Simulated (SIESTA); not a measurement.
Band structure of AlN (F-43m, 2 atoms in the cell).

```xyz
2
Lattice="0.0000 2.1840 2.1840 2.1840 0.0000 2.1840 2.1840 2.1840 0.0000" Properties=species:S:1:pos:R:3 pbc="T T T"
Al     0.0000     0.0000     0.0000
N      3.2760     3.2760     3.2760
```

Level of theory: SIESTA with LDA PW92, numerical atomic orbitals DZP, PseudoDojo LDA standard norm-conserving potentials (rewritten from UPF to PSML).

Settings: XC.functional = LDA; XC.authors = PW92; potentials = PseudoDojo LDA standard; PAO.BasisSize = DZP; PAO.EnergyShift = 0.01 Ry; MeshCutoff = 350 Ry; kgrid.MonkhorstPack = 7 7 7; OccupationFunction = FD; ElectronicTemperature = 10 K; MaxSCFIterations = 150; SCF.Mixer.Method = Pulay; SCF.Mixer.Weight = 0.25; SCF.Mixer.History = 6; SCF.DM.Tolerance = 1.0E-05.

The starting cell comes from a database of computed structures (which also holds hypothetical and non-ambient phases and stackings), without a prior relaxation at this level. Values carry the incompleteness of an atom-centred basis.

Question: Predict the gap along the standard path and the places of the band edges.

Answer: The gap along the path is 3.26 eV, from a point between K and Γ to X; the smallest direct gap on it is 4.50 eV.

Levels in eV from the top of the valence band on the path, bands 1 to 5:
| point | 1 | 2 | 3 | 4 | 5 |
|---|---|---|---|---|---|
| Γ | -14.82 | 0.00 | 0.00 | 0.00 | 4.50 |
| X | -12.00 | -4.97 | -1.81 | -1.81 | 3.26 |
| W | -11.94 | -3.80 | -3.50 | -2.75 | 6.02 |
| K | -12.03 | -4.29 | -3.70 | -1.40 | 5.11 |
| L | -12.69 | -5.94 | -0.50 | -0.50 | 7.48 |
| U | -12.03 | -4.29 | -3.70 | -1.40 | 5.11 |

Higher empty bands are left out: an atom-centred basis made for the valence describes them poorly.
